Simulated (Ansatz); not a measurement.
An Ansatz (a quantum-chemistry and plane-wave program) run: SrZrO3 with a change (holes 3.0×10^21 cm⁻³); PBEsol (Ansatz), without spin-orbit coupling.

Input:

Ansatz 0.2 input:
```yaml
crystal:
  lattice:
    - [4.111243962, 0, 0]
    - [0, 4.111243962, 0]
    - [0, 0, 4.192015806]
  atoms:
    - { symbol: Sr, position: [0.5, 0.5, 0.5539084017] }
    - { symbol: Zr, position: [0, 0, 0.0040520507] }
    - { symbol: O, position: [0, 0, 0.4819857183] }
    - { symbol: O, position: [0.5, 0, 0.9520269147] }
    - { symbol: O, position: [0, 0.5, 0.9520269147] }
basis: { ecutwfc: 420, ecutrho_ratio: 4, xc_grid: 2, fft_grid_basis: typed }
kpoints: { mp_grid: { grid: [11, 11, 11] } }
hamiltonian:
  xc: pbesol
  dispersion: none
  pseudopotentials: { kind: paw }
total_charge: 0.212564
scf: { occupations: { method: fermi_dirac, width: 0.0259 }, convergence: { dr2_threshold: 0.0000000005 } }
relax: { f_tol: 0.005, max_steps: 30 }
output: { forces: true, stress: true }
checkpoint: { write: state.ck, write_every: 1000 }
```

Output (explanatory and most iteration lines left out):

```
Relaxation: its limit of steps is 30 (relax.max_steps)
Pseudopotential: Sr, paw, valence charge 10
Pseudopotential: Zr, paw, valence charge 12
Pseudopotential: O, paw, valence charge 6
Crystal: 5 atoms, lattice volume = 70.855 Å³
Basis set: ecut = 420 eV, 1359 PW (Γ), exchange–correlation on 60×60×60 points (8 copies of the dense FFT grid, shifted against one another)
Bands: 25, of which v1, the nominal top of the filled ones, is band 20 counted from 1 (19 counted from 0)
Symmetry: 8 space group operations
Space group: P4mm (ITA 99), of the structure as read, at distance tolerance 4.1e-5 Å
k-points: 126 of 1331 (time reversal used)
Functional: x = pbesol(κ = 0.804, μ = 0.12345679012345678), c = pbesol(β = 0.046)
SCF iter   1: F=—  HF=-9314.236806 eV  |F-HF|=—  |Δ(HF+E_count)|=         —  Δρ=1.39e-2  dr2=1.57e-1  ethr=1.77e-3  ⟨swp⟩=7.9  Hψ=17640  notcnv=0
SCF iter   2: F=—  HF=-9314.206277 eV  |F-HF|=—  |Δ(HF+E_count)|=   3.05e-2  Δρ=5.34e-3  dr2=3.14e-2  ethr=3.94e-4  ⟨swp⟩=2.3  Hψ=5087  notcnv=0  defer=115
SCF 1 converged in 10 iterations: F = -9314.195809 eV  dr2 = 1.22e-10
relax step   1: F+E_penalty+E_count = -9314.19580921 eV  Δ(F+E_penalty+E_count) = +0.000e0 eV  max|allowed force component| = 1.594e-1 eV/Å  Δτ_max = 0.0000 Å  (10 SCF iters, accepted)
Crystal: 5 atoms, lattice volume = 70.855 Å³
SCF iter   1: F=—  HF=-9314.198746 eV  |F-HF|=—  |Δ(HF+E_count)|=         —  Δρ=3.33e-3  dr2=9.97e-3  ethr=2.37e-5  ⟨swp⟩=2.0  Hψ=11443  notcnv=0  defer=126
SCF iter   2: F=—  HF=-9314.197072 eV  |F-HF|=—  |Δ(HF+E_count)|=   1.67e-3  Δρ=1.50e-3  dr2=3.07e-3  ethr=2.37e-5  ⟨swp⟩=1.0  Hψ=3024  notcnv=0  defer=126
SCF 2 converged in 9 iterations: F = -9314.196154 eV  dr2 = 1.68e-10
relax step   2: F+E_penalty+E_count = -9314.19615446 eV  Δ(F+E_penalty+E_count) = -3.453e-4 eV  max|allowed force component| = 1.842e-1 eV/Å  Δτ_max = 0.0290 Å  (9 SCF iters, accepted)
Crystal: 5 atoms, lattice volume = 70.855 Å³
SCF iter   1: F=—  HF=-9314.197569 eV  |F-HF|=—  |Δ(HF+E_count)|=         —  Δρ=1.53e-3  dr2=2.03e-3  ethr=4.30e-5  ⟨swp⟩=3.8  Hψ=7645  notcnv=0  defer=126
SCF iter   2: F=—  HF=-9314.197268 eV  |F-HF|=—  |Δ(HF+E_count)|=   3.01e-4  Δρ=6.48e-4  dr2=5.62e-4  ethr=5.09e-6  ⟨swp⟩=1.0  Hψ=4158  notcnv=0  defer=126
SCF 3 converged in 8 iterations: F = -9314.197102 eV  dr2 = 3.63e-10
relax step   3: F+E_penalty+E_count = -9314.19710174 eV  Δ(F+E_penalty+E_count) = -9.473e-4 eV  max|allowed force component| = 1.230e-1 eV/Å  Δτ_max = 0.0115 Å  (8 SCF iters, accepted)
Crystal: 5 atoms, lattice volume = 70.855 Å³
SCF iter   1: F=—  HF=-9314.198321 eV  |F-HF|=—  |Δ(HF+E_count)|=         —  Δρ=1.22e-3  dr2=7.65e-4  ethr=8.74e-5  ⟨swp⟩=3.8  Hψ=7499  notcnv=0  defer=126
SCF iter   2: F=—  HF=-9314.198192 eV  |F-HF|=—  |Δ(HF+E_count)|=   1.29e-4  Δρ=6.78e-4  dr2=2.98e-4  ethr=1.92e-6  ⟨swp⟩=1.4  Hψ=4457  notcnv=0  defer=126
SCF 4 converged in 8 iterations: F = -9314.198094 eV  dr2 = 2.47e-10
relax step   4: F+E_penalty+E_count = -9314.19809393 eV  Δ(F+E_penalty+E_count) = -9.922e-4 eV  max|allowed force component| = 1.498e-2 eV/Å  Δτ_max = 0.0099 Å  (8 SCF iters, accepted)
Crystal: 5 atoms, lattice volume = 70.855 Å³
SCF iter   1: F=—  HF=-9314.198193 eV  |F-HF|=—  |Δ(HF+E_count)|=         —  Δρ=4.66e-4  dr2=1.94e-4  ethr=2.24e-6  ⟨swp⟩=3.4  Hψ=8263  notcnv=0  defer=126
SCF iter   2: F=—  HF=-9314.198166 eV  |F-HF|=—  |Δ(HF+E_count)|=   2.69e-5  Δρ=2.22e-4  dr2=6.88e-5  ethr=4.87e-7  ⟨swp⟩=1.0  Hψ=4158  notcnv=0  defer=126
SCF 5 converged in 8 iterations: F = -9314.198142 eV  dr2 = 5.35e-11
relax step   5: F+E_penalty+E_count = -9314.19814197 eV  Δ(F+E_penalty+E_count) = -4.803e-5 eV  max|allowed force component| = 1.055e-3 eV/Å  Δτ_max = 0.0047 Å  (8 SCF iters, accepted)
SCF converged after 8 iterations
Free energy (F): -9314.198142 eV
Internal energy: -9314.193124 eV  (E = F + TS)
E sigma→0 (E₀):  -9314.195633 eV
Entropy (-TS):   -0.005018 eV (-1.004 meV/atom)
Fermi energy:    8.636943 eV
--- Forces (eV/Å), atoms counted from 1 ---
  atom   1  Sr    -0.00000000     0.00000000    -0.00075572
  atom   2  Zr     0.00000000     0.00000000     0.00097879
  atom   3  O      0.00000000     0.00000000    -0.00105567
  atom   4  O      0.00000000     0.00000000     0.00041454
  atom   5  O      0.00000000     0.00000000     0.00041454
--- Stress (GPa, compression-positive) ---
        3.330307       0.000000      -0.000000
        0.000000       3.330307       0.000000
       -0.000000       0.000000       2.005026
  P = ⅓ Tr σ = 2.8885 GPa (28.885 kbar)
--- Relaxed structure (5 steps of the walk, 5 accepted, 0 SCFs on fresh bases) ---
  atoms:
    - { symbol: Sr, position: [0.5, 0.5, 0.5462553396379075] }
    - { symbol: Zr, position: [2.599921408251657e-34, 0.0, 0.0024000078547332156] }
    - { symbol: O, position: [1.1945584848723827e-34, 0.0, 0.4843581447722001] }
    - { symbol: O, position: [0.5, 0.0, 0.9554932539175796] }
    - { symbol: O, position: [2.248580677406838e-34, 0.5, 0.9554932539175796] }
```

Charged cell with a jellium background: band edges are those of the host's band count, energies are not comparable with the neutral cell, and many-body gap narrowing is missing. Whether these cells are dynamically stable was not tested. The cell was made from SrZrO3 (space group P4mm, No. 99; a cell from a computed database, its experimental status unchecked) by this change: holes 3.0×10^21 cm⁻³.
